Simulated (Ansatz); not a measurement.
**PBE against PBEsol: BN, uniaxial stress, 2 GPa tension along z**

The parent structure is BN in the zinc blende structure (space group F-43m, No. 216; a = 3.6241 Å). Axes: x, y, z lie along the cube axes.

(Cell as relaxed with PBE.)

Levels (all Ansatz, an electronic-structure program, PAW, earlier PAW set): PBE (420 eV, no spin-orbit coupling); PBEsol (420 eV, no spin-orbit coupling).

Each level relaxes its own structure.

| base | PBE | PBEsol |
|---|---|---|
| volume per atom | 5.95 Å³ | 5.86 Å³ |
| lattice parameter a | 3.624 Å | 3.605 Å |
| band gap | 4.46 eV | 4.29 eV |

Perturbation: uniaxial stress, 2 GPa tension along z; all other stress components relax to zero.

```json
[
 {"quantity": "valley order (the lowest conduction-band minima on the path, energy above the VBM, named in the base's zone)", "PBE": "X along [010] 4.43 eV; X along [001] 4.48 eV", "PBEsol": "X along [010] 4.26 eV; X along [001] 4.32 eV"},
 {"quantity": "energy relative to the base (free energy F)", "PBE": "+0.1 meV/atom", "PBEsol": "+0.1 meV/atom"},
 {"quantity": "strain response (xx, yy, zz)", "PBE": "(−0.05, −0.05, +0.28) %", "PBEsol": "(−0.05, −0.05, +0.28) %"},
 {"quantity": "valence-band top at Γ (three highest levels, from the VBM)", "PBE": "0.00, 0.00, -0.03 eV", "PBEsol": "0.00, 0.00, -0.03 eV"}
]
```

Both order the valleys alike; the two agree on the energy relative to the base, strain response and valence-band top at Γ. Neither level is exact; PBEsol is the comparison here, not a measurement.

Beyond what the load breaks, stability against distortions was not tested.
